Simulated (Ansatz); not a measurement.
We consider ZnGeO3 (R-3, No. 148, 10 atoms in the cell; start mp-8285), described by PBEsol+SOC (Ansatz, a first-principles code, PAW).

Numerical settings: plane-wave cutoff 520 eV, 8×8×8 k mesh, Fermi–Dirac smearing 0.01 eV, PAW data made under PBE.

Cell (relaxed with PBEsol):

ZnGeO3 is taken in the trigonal space group R-3, hexagonal axes (No. 148), Pearson symbol hR10. Conventional cell: a = b = 4.982 Å, c = 13.830 Å, α = β = 90.00°, γ = 120.00°. Zn on 6c is coordinated by 3 O at 1.990 Å and 3 O at 2.294 Å. Ge on 6c has 6 O at 1.881–1.940 Å (octahedral). O on 18f sees 2 Ge at 1.881–1.940 Å and 1 Zn at 1.990 Å and 1 Zn at 2.294 Å. (Neighbours: up to the widest gap in distance over summed covalent radii, below 1.35, at either atom; cation-cation and far metal-metal contacts left out.)
(The calculation used a cell of 10 atoms; values per cell refer to that cell.)

Question: Estimate the band gap that the calculation returns.

Answer: 
band gap: 2.38 eV (on the SCF k mesh)

Static lattice: no zero-point or thermal effects.

A start named mp-… is a Materials Project structure, which need not be a measured phase.
